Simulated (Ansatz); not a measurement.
# B20 (FeSi-type) CoSi

These are PBEsol (Ansatz, a first-principles code, plane waves, PAW) values and carry that method's errors.

Numerical settings: plane-wave cutoff 520 eV, 14×14×14 k mesh, Fermi–Dirac smearing 0.02 eV (set by the program), no spin polarisation, scalar-relativistic PAW data made under PBE.

Cell (relaxed at this level):

Space group P2₁3 (No. 198); a = b = c = 4.386 Å, α = β = γ = 90.00°

| atom | site | symmetry | x | y | z |
|---|---|---|---|---|---|
| Co | 4a | .3. | 0.1456 | 0.1456 | 0.1456 |
| Si | 4a | .3. | 0.8433 | 0.8433 | 0.8433 |

```yaml
elastic constant C11: 406 GPa
elastic constant C12: 159 GPa
elastic constant C44: 131 GPa
Voigt–Reuss–Hill bulk modulus: 241 GPa
polycrystal shear modulus (Hill average): 128 GPa
young_modulus: 326 GPa
poisson_ratio: 0.274
```

Elastic constants are with the ions relaxed.
